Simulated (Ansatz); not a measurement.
Functionals compared on the (10-10) surface of hcp Zr in its 1x1 cell, outermost plane spacing 0.93 Å in the ideal cut, in Ansatz (plane waves, PAW). The structure was relaxed with PBE; the other rows are single points on it, each with its references at the same level. Cutoff 420 eV (500 eV for r2SCAN).

Set-up: 10 atoms, 12.1 Å thick at the start; mesh 12x7x1; 0.1 eV smearing; dipole correction on; all atoms relaxed; start symmetry kept, larger cells not searched; no spin, no spin-orbit, no U. These notes are the PBE run's.

```json
[
 {"functional": "PBE", "surface energy (J/m²)": "1.67", "work function of the top face (eV)": "3.78", "rough cost of the single point": "–"},
 {"functional": "LDA", "surface energy (J/m²)": "(withheld)", "work function of the top face (eV)": "(withheld)", "rough cost of the single point": "roughly 100 core-seconds"},
 {"functional": "PBEsol", "surface energy (J/m²)": "1.82", "work function of the top face (eV)": "3.85", "rough cost of the single point": "very roughly 90 core-seconds"},
 {"functional": "RPBE", "surface energy (J/m²)": "1.56", "work function of the top face (eV)": "3.64", "rough cost of the single point": "around 90 core-seconds (rough)"},
 {"functional": "r2SCAN", "surface energy (J/m²)": "1.82", "work function of the top face (eV)": "3.78", "rough cost of the single point": "around 3 core-minutes (rough)"}
]
```

Problem. Some entries are withheld; supply them.

Solution. 
- LDA, surface energy (J/m²): 1.86
- LDA, work function of the top face (eV): 4.01

Ansatz is an electronic-structure program.
